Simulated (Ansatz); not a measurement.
Base system: GaSb in the zinc blende structure (space group F-43m, No. 216).

```
GaSb
1.0
    0.00000     3.06622     3.06622
    3.06622     0.00000     3.06622
    3.06622     3.06622     0.00000
Sb Ga
1 1
Direct
  0.75000   0.75000   0.75000
  0.00000   0.00000   0.00000
```

Calculations: r2SCAN (Ansatz, an electronic-structure program; PAW; 500 eV plane waves; scalar-relativistic without spin-orbit coupling).

Before the change:

| Quantity | Result |
|---|---|
| Band gap | 0.41 eV |
| Pressure | 0.01 GPa |
| Gap character | direct at Γ |

The change: an isotropic linear strain of −4.05 %, atoms relaxed at fixed cell.

Question: What happens to the band gap, pressure and gap character?

Answer: The band gap grows by 0.50 eV, from 0.41 eV to 0.91 eV; the pressure grows by 8.84 GPa, from 0.01 GPa to 8.85 GPa; the gap character changes from direct at Γ to indirect, Γ → Γ–X (79 % along).

With Sb present, leaving out spin-orbit coupling can change the band edges. No phonon test of stability was made.
